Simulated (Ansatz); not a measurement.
**rock-salt PbS (1 1 1) on zinc-blende GaAs (1 1 1) (film strained to the substrate, started from cuts of the bulks and a machine-learned relaxation; metallic at this level, with no gap by band count; slabs As4Ga4 and Pb4S4, which can lie off the formulas)**

A periodic stack without vacuum, rock-salt PbS (1 1 1) on zinc-blende GaAs (1 1 1) (film strained to the substrate, started from cuts of the bulks and a machine-learned relaxation; metallic at this level, with no gap by band count; slabs As4Ga4 and Pb4S4, which can lie off the formulas): substrate slab As4Ga4, film Pb4S4, surface cells [[-1, 1], [-1, 0]] and [[1, 0], [0, 1]], film strained by -4.4 and -4.4 %, outermost planes As/Ga and S/Pb as cut, which need not be the usual terminations and can put a slab off its formula.

The start was prepared with a machine-learned potential, and the result is one local minimum, with the in-plane cell held and forces under 0.04 eV/Å; the film can end far from its bulk form.

Computed with PBE (plane waves to 420 eV, PAW; Ansatz, a first-principles code). Scalar-relativistic, without spin–orbit coupling. Its k-point mesh 7×7×1, Fermi–Dirac width 0.05 eV.

```
Property                                                                                                           Value
--------------------------------------------------------------------------------  --------------------------------------
interface area                                                                                                   14.3 Å²
period                                                                                                           29.29 Å
heights between the nearest atoms of the two slabs at the two interfaces                                 0.83 and 1.59 Å
As–Pb contacts across the interfaces within 1.22 times the sum of covalent radii                          3, mean 2.83 Å
Ga–S contacts across the interfaces within 1.22 times the sum of covalent radii                           3, mean 2.49 Å
two interfaces                                                                    unlike, so that offsets are their mean
spin-polarised check at this geometry                                                            falls back to no moment
slope of the mean potential energy in the substrate                                                       -8.3 MV/cm × e
```

```yaml
crystal:
  lattice:
    - [4.06166, -0.00012, 0.10583]
    - [2.03043, 3.51838, 0.07055]
    - [-0.76731, -0.14598, 29.27837]
  atoms:
    - { symbol: As, position: [0.88945, 0.52871, 0.04454] }
    - { symbol: As, position: [0.22138, 0.86206, 0.15728] }
    - { symbol: As, position: [0.55483, 0.19541, 0.27049] }
    - { symbol: As, position: [0.88834, 0.52859, 0.38341] }
    - { symbol: Ga, position: [0.88801, 0.52874, 0.12831] }
    - { symbol: Ga, position: [0.22145, 0.86211, 0.24163] }
    - { symbol: Ga, position: [0.55492, 0.19529, 0.35475] }
    - { symbol: Ga, position: [0.88913, 0.52848, 0.46830] }
    - { symbol: Pb, position: [0.22461, 0.86121, 0.58586] }
    - { symbol: Pb, position: [0.55935, 0.19433, 0.71983] }
    - { symbol: Pb, position: [0.89238, 0.52787, 0.85375] }
    - { symbol: Pb, position: [0.22272, 0.86206, 0.99025] }
    - { symbol: S, position: [0.55587, 0.19517, 0.49664] }
    - { symbol: S, position: [0.89138, 0.52785, 0.63567] }
    - { symbol: S, position: [0.22601, 0.86101, 0.77002] }
    - { symbol: S, position: [0.55908, 0.19453, 0.90373] }
```
